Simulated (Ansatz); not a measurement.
The reference is Nb in the bcc (W type) structure (space group Im-3m, No. 229; a = 3.2729 Å; relaxed with 0.1 eV smearing). Axes: x, y, z lie along the cube axes.

Method: plane-wave PAW DFT at the PBEsol level (Ansatz, a first-principles code, 420 eV), spin-orbit coupling left out.

For the base:

- Shortest interatomic distance = 2.834 Å
- Pressure = 0.0 GPa

Perturbation: uniaxial strain ε_zz = +0.50 %, all other strain components held at zero; the atoms relax in the strained cell.

### Question
Estimate the effect on the shortest interatomic distance, energy relative to the base and pressure.

### Answer
The shortest interatomic distance goes up by 0.005 Å to 2.839 Å; the energy rises by 0.4 meV/atom; the pressure (mean of the normal stresses, compression positive) goes from zero to -0.9 GPa.

No phonon test of stability was made. The final runs are not spin-polarised.
